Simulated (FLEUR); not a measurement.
FLEUR run on SnP₃ (R-3m, 8 atoms in the cell): self-consistent single point.

Method: PBEsol, all-electron FLAPW (FLEUR), scalar-relativistic valence in FLEUR.

The change in words: lattice scaled by 0.98. Reference geometry:
```xyz
8
Lattice="3.7796 2.1822 3.6996 -3.7796 2.1822 3.6996 0.0000 -4.3644 3.6996" Properties=species:S:1:pos:R:3 pbc="T T T"
Sn     0.0000     0.0000     8.2792
Sn     0.0000     0.0000     2.8197
P      0.0000    -2.3564     4.2272
P      0.0000     2.3564     6.8717
P      2.0407     1.1782     4.2272
P     -2.0407    -1.1782     6.8717
P     -2.0407     1.1782     4.2272
P      2.0407    -1.1782     6.8717
```

Reference input (self-consistent single point, DFT, PBEsol, all-electron FLAPW (FLEUR), scalar-relativistic valence): Kmax = 4 1/bohr; GmaxXC = 12 1/bohr; xcFunctional = PBEs; jspins = 1; l_soc = F; mode = gauss; fermiSmearingEnergy = 0.00367493 Htr; mesh (inpgen div1-3) = 4 4 4; inpgen gamma flag = true; Gmax = 12 1/bohr; numbands = 0; maxIterBroyd = 15. This run's input differs from it in these lines:

```diff
@@ -3,6 +3,6 @@
 &input film=f /
-0.6606100405 0.3814033529 0.6466265203
--0.6606100405 0.3814033529 0.6466265203
-0.0000000000 -0.7628068012 0.6466264641
-10.8119583464
+0.6606100481 0.3814033243 0.6466265294
+-0.6606100481 0.3814033243 0.6466265294
+0.0000000000 -0.7628068430 0.6466264147
+10.5957185312
 1.0 1.0 1.0
@@ -50,5 +50,5 @@
          <bravaisMatrix>
-            <row-1>    7.1424882410996178     4.1237171647321000     6.9912990031611750</row-1>
-            <row-2>   -7.1424882410996178     4.1237171647321000     6.9912990031611750</row-2>
-            <row-3>    0.0000000000000000    -8.2474353609250262     6.9912983955291157</row-3>
+            <row-1>    6.9996381285500933     4.0412422711467935     6.8514727003291211</row-1>
+            <row-2>   -6.9996381285500933     4.0412422711467935     6.8514727003291211</row-2>
+            <row-3>    0.0000000000000000    -8.0824866021012678     6.8514714850002063</row-3>
          </bravaisMatrix>
```

The program printed (abridged):

```
 Iteration:     1   Distance:       6.81868951 me/bohr^3
 Iteration:     2   Distance:       6.27518655 me/bohr^3
 Iteration:     3   Distance:       3.26253903 me/bohr^3
 Iteration:     4   Distance:       1.10022520 me/bohr^3
 Iteration:     5   Distance:       0.73212204 me/bohr^3
   [... 9 lines left out ...]
 Iteration:    15   Distance:       0.00003437 me/bohr^3
 Iteration:    16   Distance:       0.00003218 me/bohr^3
 Iteration:    17   Distance:       0.00001871 me/bohr^3
 Iteration:    18   Distance:       0.00000543 me/bohr^3
 Reset of history
 Run finished successfully
 Stop message:
   Structural relaxation: new displacements generated

[file out, last iteration]
             iter=     19
[...]
          total density-effective poten   -2.3650143348E+04
          total charge density-energy d   -4.6079137714E+02
 Updated energy parameters for spin:           1
[...]
 fermi energy and band-weighting factors:

[...]
FERMIE:
          first approx. to ef    (T=0)  :   0.253727 htr   (energy of the highest occ. eigenvalue)
          number of occ. states  (T=0)  :        377
          first approx. to seigv (T=0)  :  -9.640781 htr
          sum of weights of occ. states :  29.046875
          sum of semicore charge        :   0.000000 e
          fermi energy=   0.25353 har   work function=  -6.89880 ev
          number of valence electrons=  58.00000
   [... lines left out ...]
          total moment                 =     0.00000
 Direct bandgap for spin            1 :    3.9293440472802504E-002  Htr
 ---->    free energy=                    -14401.9641483880 htr
   [... lines left out ...]
      extrapolation for T->0
 ---->    total electron energy=          -14401.9641483880 htr
 ***** TOTAL FORCES ON ATOMS *****
 TOTAL FORCE FOR ATOM TYPE=  1  X=  0.000   Y=  0.000   Z= -5.222
                       FX_TOT= 0.000000 FY_TOT= 0.000000 FZ_TOT= 0.001486
 TOTAL FORCE FOR ATOM TYPE=  2  X=  0.000   Y=  3.719   Z=  0.977
                       FX_TOT= 0.000000 FY_TOT= 0.001885 FZ_TOT= 0.004257
```

The run converged in 18 iterations. FLEUR gives forces in its relaxation mode, with a further iteration, so its stop message speaks of a relaxation. Against the reference run the total energy falls by 32.6 meV/atom.

The starting cell comes from a database of computed structures (which also holds hypothetical and non-ambient phases and stackings), without a prior relaxation at this level. Its lattice was rescaled by a random factor within 2.5 % of one. For this run, on top of that: lattice scaled by 0.98. Values depend on the basis (sphere radii, cutoffs, local orbitals), which need not be converged. No gap is read from this output. The log's line on a gap gives a spacing of levels on this mesh, which the program prints for metals too.

Cost on one core of a shared machine: roughly 7 min.
